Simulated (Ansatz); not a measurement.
Input:

```xyz
4
Lattice="3.7991 0.0000 0.0000 1.8995 3.2901 0.0000 0.0000 0.0000 12.0466" Properties=species:S:1:pos:R:3 pbc="T T T"
La     0.0000     0.0000     0.0000
La     0.0000     0.0000     6.0233
La     1.8995     1.0967     3.0116
La     3.7991     2.1934     9.0349
```

No spin polarisation.

The values are results of plane-wave PAW DFT at the r2SCAN level (Ansatz, a first-principles code, 500 eV), no SOC, not measurements. Settings: 18×18×5 k-points, 0.1 eV Fermi–Dirac smearing.

Predict the in-plane stress, band gap and space group.

The mean in-plane stress (compression positive) is -0.2 GPa and the band gap comes out as zero. The space group is P6_3/mmc (No. 194).

The cells carry an imposed strain or load. No phonon test of stability was made. The cell was made from La (space group P6_3/mmc, No. 194) by this change: biaxial strain +0.41 %, plane normal [001], relaxed out of plane.
